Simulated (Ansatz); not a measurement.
Start from Ru in the hcp (Mg type) structure (space group P6_3/mmc, No. 194; a = 2.722 Å, c = 4.294 Å; relaxed with 0.1 eV smearing).

All numbers come from PBE (Ansatz, a first-principles code; PAW; 420 eV plane waves; without spin-orbit coupling).

Base values:

```
Item        Value
--------  -------
Pressure  0.0 GPa
```

Perturbation: the cell is scaled by 1.0150 in all directions, atoms relaxed at fixed cell.

Q: What does the calculation give for the pressure after the change?

A: The pressure (mean of the normal stresses, compression positive) goes from zero to -12.5 GPa.

Q: Predict the new energy relative to the base.

A: The energy increases by 26 meV/atom.

The cells carry an imposed strain or load. Whether these cells are dynamically stable was not tested. The final runs are not spin-polarised.
